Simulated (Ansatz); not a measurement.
Levels about the gap of amorphous C12Sb12S36 (60 atoms in a cell of 1372 Å³, 3.34 g/cm³; zone centre alone, so wide bands show as single levels with stretches between that a denser mesh fills), at the geometry that PBE-D3(BJ) relaxed, where it gives 0.0 GPa on a denser mesh. The participation number counts the atoms over which a state spreads; weights are charges in smoothed Voronoi cells. The levels come from a single point, so bond lengths are those of that geometry. Method of the levels: PBE-D3(BJ), scalar-relativistic without spin-orbit coupling (Ansatz, a first-principles code). Sampling: the zone centre alone; Fermi-Dirac width 0.05 eV; no spin polarisation.

A CHGNet melt-quench gave the starting glass, which DFT then relaxed. The hot cell started wider than the set density and was brought back towards it in steps. It is the lowest in DFT energy of 3 quenches. It is a model cell: composition and starting density were chosen by hand, and all elements were melted together. The geometry includes D3(BJ) dispersion. Its density started from a set value of 3.09 and ended at 3.34 g/cm³. The simulated quench (nominally 120 K/ps over its main leg) is rapid and tends to freeze in more defects than a deposited or slowly cooled glass has. Values belong to this one cell and scatter from quench to quench. Volume and shape were free in the relaxation.

```
E - E(highest filled), eV  filling  participation number        largest on  weight S  weight Sb  weight C
-------------------------  -------  --------------------  ----------------  --------  ---------  --------
-0.56                       filled                  23.5   S, 2 neighbours      0.82       0.10      0.09
-0.54                       filled                  24.1   S, 2 neighbours      0.80       0.15      0.05
-0.43                       filled                  18.9   S, 2 neighbours      0.81       0.11      0.08
-0.29                       filled                  28.4   S, 1 neighbours      0.77       0.15      0.08
-0.20                       filled                  18.4   S, 1 neighbours      0.77       0.15      0.08
-0.09                       filled                  25.8   S, 2 neighbours      0.72       0.14      0.14
0.00                        filled                  22.3  Sb, 4 neighbours      0.58       0.34      0.08
0.60                         empty                  19.8   S, 2 neighbours      0.61       0.09      0.30
0.70                         empty                  21.6   C, 3 neighbours      0.50       0.17      0.33
1.03                         empty                  25.8   C, 3 neighbours      0.54       0.11      0.35
1.16                         empty                  17.1   C, 3 neighbours      0.52       0.19      0.29
1.27                         empty                  25.8   C, 3 neighbours      0.52       0.16      0.32
1.41                         empty                  31.3  Sb, 4 neighbours      0.51       0.37      0.12
1.47                         empty                  22.0   C, 3 neighbours      0.55       0.20      0.24
```

Most localised among these is the empty level at +1.16 eV, on a C atom, which has 3 neighbours (S 1.67 Å, S 1.73 Å, S 1.77 Å).
